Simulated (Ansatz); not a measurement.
Consider a periodic stack without vacuum, rock-salt TaN (1 1 1) on rock-salt MgO (1 1 1) (film strained to the substrate, faces as cut): substrate slab Mg6O5, film N4Ta4, surface cells [[0, -1], [1, -1]] and [[1, 0], [0, 1]], film strained by -3.7 and -3.7 %, faces Mg/Mg and N/Ta as cut (like faces can put a slab off its formula). Its start:

```
Mg6Ta4N4O5
1.0
    3.00776     0.00000    -0.00495
    1.50388     2.60480     0.07002
   -1.54986     0.28516    25.81968
Mg O N Ta
6 5 4 4
Cartesian
  2.27485   0.67697   1.36015
  3.71935   1.53191   3.91571
  2.20099   2.34918   6.38743
  2.21364   0.54290   8.80528
  0.75308   1.32924  11.28898
  2.35805   2.07757  13.78786
  2.22634   2.42520   2.74707
  2.20579   0.64020   5.12254
  0.70003   1.44895   7.59795
  2.22873   2.24205  10.07082
  2.28569   0.41577  12.45505
  0.88823   1.15086  15.06752
 -0.51614   1.88448  17.75117
  1.05987   2.63474  20.53626
  1.06762   0.83370  23.24991
  0.94960   2.84668  16.42272
  1.08597   0.91967  19.11061
 -0.40583   1.70630  21.87658
  1.03624   2.56281  24.54534
```

The start was prepared with a machine-learned potential, and the result is one local minimum, with the in-plane cell held and forces under 0.04 eV/Å; the film can end far from its bulk form.

Level of theory: PBE (plane waves to 420 eV, PAW; Ansatz, a program for electronic structure). Scalar-relativistic, without spin–orbit coupling; the runs are not spin-polarised; PBE gaps are too small against experiment. Its k-point mesh 12×12×1, Fermi–Dirac width 0.05 eV.

Q: Predict the relaxed interface.

A: 
```
Item                                                                                                                      Value
--------------------------------------------------------------------------------  ---------------------------------------------
interface area                                                                                                           7.8 Å²
period                                                                                                                  25.50 Å
gaps between the outermost planes at the two interfaces                                                         1.34 and 2.57 Å
Mg–Ta contacts across the interfaces within 1.22 times the sum of covalent radii                                 6, mean 3.13 Å
Mg–N contacts across the interfaces within 1.22 times the sum of covalent radii                                  3, mean 2.19 Å
estimate of the barrier                                                           withheld, since the two interfaces are unlike
slope of the mean potential energy in the substrate                                                              +1.8 MV/cm × e
```
